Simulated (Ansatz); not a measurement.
The parent structure is CsSnI$_{3}$ in the cubic perovskite structure (space group Pm-3m, No. 221; a = 6.031 Å). Axes: x, y, z lie along the cube axes.

All numbers come from LDA (Ansatz, a quantum-chemistry and plane-wave program; PAW; 420 eV plane waves; without spin-orbit coupling).

For the base:

| Item | Result |
|---|---|
| Shortest interatomic distance | 3.015 Å |
| Pressure | 0.0 GPa |

Perturbation: tensile biaxial strain of 2.00 % in the plane normal to [111], as in epitaxy on a mismatched substrate; the out-of-plane cell vector and the atoms relax.

Question: What happens to the energy relative to the base, shortest interatomic distance and pressure?

Answer: The energy rises by 2.2 meV/atom; the shortest interatomic distance increases by 0.015 Å to 3.030 Å; the pressure (mean of the normal stresses, compression positive) goes from zero to -0.3 GPa.

Stability against distortions was not tested. All final runs are without spin polarisation. Many cubic perovskites are stable only at high temperature; tilts and polar distortions were not tested.
